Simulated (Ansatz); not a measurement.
Results of PBE-D3(BJ)+SOC (Ansatz, a first-principles code, PAW) for 1T (CdI2-type) MgI2.

Numerical settings: plane-wave cutoff 520 eV, 12×12×6 k mesh (along the axes of the cell as run), perturbation theory, PAW data made under PBE.

Computed at the level's own relaxed cell.

```cif
data_I2Mg
_chemical_formula_sum 'Mg1 I2'
_space_group_name_H-M_alt 'P-3m1'
_space_group_IT_number 164
_space_group_name_Hall '-P 3 2"'
_cell_length_a 4.12721
_cell_length_b 4.12721
_cell_length_c 6.83354
_cell_angle_alpha 90.000
_cell_angle_beta 90.000
_cell_angle_gamma 120.000
loop_
_atom_site_label
_atom_site_type_symbol
_atom_site_symmetry_multiplicity
_atom_site_Wyckoff_symbol
_atom_site_fract_x
_atom_site_fract_y
_atom_site_fract_z
_atom_site_occupancy
Mg1 Mg 1 a 0.00000 0.00000 0.00000 1
I1 I 2 d 0.33333 0.66667 0.24561 1
```

Harmonic phonon frequencies (cm⁻¹; i marks an imaginary mode; at Γ without the LO shift):

```json
[
 {"q point": "Γ", "frequencies": "0 0 0 66 66 111 176 176 265"},
 {"q point": "M", "frequencies": "61 64 66 82 88 107 178 179 259"},
 {"q point": "K", "frequencies": "62 76 76 90 90 101 175 212 212"},
 {"q point": "A", "frequencies": "18 18 36 62 62 104 177 177 290"}
]
```

No imaginary mode appears at these points.
